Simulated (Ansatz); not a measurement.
Take Ru in the hcp (Mg type) structure (space group P6_3/mmc, No. 194; relaxed with 0.1 eV smearing) as the base.

```
Ru
1.0
    2.67558     0.00000     0.00000
   -1.33779     2.31712     0.00000
    0.00000     0.00000     4.22371
Ru
2
Cartesian
  1.33779   0.77237   3.16778
  0.00000   1.54475   1.05593
```

Cartesian axes are those of the cell as printed.

Computed with LDA, PAW, 420 eV (Ansatz, an electronic-structure program; no spin-orbit coupling).

Base values:

| Property | Result |
|---|---|
| Shortest interatomic distance | 2.617 Å |
| Band gap | zero |

One thing is altered: uniaxial strain ε_xx = −3.00 %, all other strain components held at zero; the atoms relax in the strained cell.

### Question
What happens to the energy relative to the base?

### Answer
The energy grows by 26 meV/atom.

### Question
Predict the new shortest interatomic distance.

### Answer
The shortest interatomic distance drops by 0.0212 Å (2.617 Å → 2.595 Å).

### Question
Predict the new stress.

### Answer
The stress (xx, yy, zz, yz, xz, xy; compression positive) amounts to (22.6, 7.1, 6.5, 0.0, 0.0, 0.0) GPa.

### Question
What does the calculation give for the band gap after the change?

### Answer
The band gap stays zero.

Whether these cells are dynamically stable was not tested. All final runs are without spin polarisation.
